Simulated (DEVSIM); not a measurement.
System: Schottky contact on n-type Si, at 400 K.

```tsv
layer (left to right)	material	thickness (μm)	Nd (cm⁻³)	τn (s)	τp (s)
1	Si	0.660	1e17	2.2e-5	2.2e-5
```

Left contact: Schottky, work function 4.94 eV, emission velocity 2e6 cm/s. Right contact: ohmic. Voltage is applied to the left contact. Recombination: SRH at mid-gap. Mobility is constant in doping.

This is a model device: material constants are rounded textbook-type values typed into the input, and sizes, dopings and lifetimes were drawn at random. Values at 300 K; Nc and Nv go as T^1.5, mobilities as T to minus their exponent, the gap by Varshni's rule with the affinity fixed.

| parameter | Si |
|---|---|
| gap (eV) | 1.124 |
| affinity (eV) | 4.05 |
| permittivity | 11.7 |
| Nc (cm⁻³) | 2.86e19 |
| Nv (cm⁻³) | 3.1e19 |
| μn (cm²/Vs) | 1417 |
| μp (cm²/Vs) | 470 |
| T exponent of μn | 2.3 |
| T exponent of μp | 2.2 |
| Varshni α (eV/K) | 0.000473 |
| Varshni β (K) | 636 |

Simulated with DEVSIM: 1D drift-diffusion, Boltzmann statistics, complete ionisation; no tunnelling, impact ionisation, image-force lowering or self-heating. Metal contacts follow the ideal Schottky-Mott rule: no Fermi-level pinning, no interface dipoles.

The metal work function was swept, all else fixed.

```json
[
 {"metal work function (eV)": "4.79", "dark forward voltage at 100 A/cm² (V)": "0.333", "dark forward voltage at 1 A/cm² (V)": "0.174", "potential step across the device at zero bias (V)": "0.530", "largest field in the device at zero bias (V/cm)": "120000"},
 {"metal work function (eV)": "4.84", "dark forward voltage at 100 A/cm² (V)": "0.383", "dark forward voltage at 1 A/cm² (V)": "0.223", "potential step across the device at zero bias (V)": "0.580", "largest field in the device at zero bias (V/cm)": "130000"},
 {"metal work function (eV)": "4.89", "dark forward voltage at 100 A/cm² (V)": "0.433", "dark forward voltage at 1 A/cm² (V)": "0.273", "potential step across the device at zero bias (V)": "0.630", "largest field in the device at zero bias (V/cm)": "140000"},
 {"metal work function (eV)": "4.94", "dark forward voltage at 100 A/cm² (V)": "0.480", "dark forward voltage at 1 A/cm² (V)": "0.321", "potential step across the device at zero bias (V)": "0.680", "largest field in the device at zero bias (V/cm)": "140000"},
 {"metal work function (eV)": "4.99", "dark forward voltage at 100 A/cm² (V)": "0.522", "dark forward voltage at 1 A/cm² (V)": "0.362", "potential step across the device at zero bias (V)": "0.730", "largest field in the device at zero bias (V/cm)": "160000"},
 {"metal work function (eV)": "5.04", "dark forward voltage at 100 A/cm² (V)": "0.550", "dark forward voltage at 1 A/cm² (V)": "0.390", "potential step across the device at zero bias (V)": "0.780", "largest field in the device at zero bias (V/cm)": "200000"},
 {"metal work function (eV)": "5.09", "dark forward voltage at 100 A/cm² (V)": "0.563", "dark forward voltage at 1 A/cm² (V)": "0.402", "potential step across the device at zero bias (V)": "0.830", "largest field in the device at zero bias (V/cm)": "290000"},
 {"metal work function (eV)": "5.14", "dark forward voltage at 100 A/cm² (V)": "0.567", "dark forward voltage at 1 A/cm² (V)": "0.406", "potential step across the device at zero bias (V)": "0.880", "largest field in the device at zero bias (V/cm)": "460000"}
]
```

From the first row to the last the dark forward voltage at 100 A/cm² goes from 0.333 to 0.567. From the first row to the last the dark forward voltage at 1 A/cm² goes from 0.174 to 0.406.
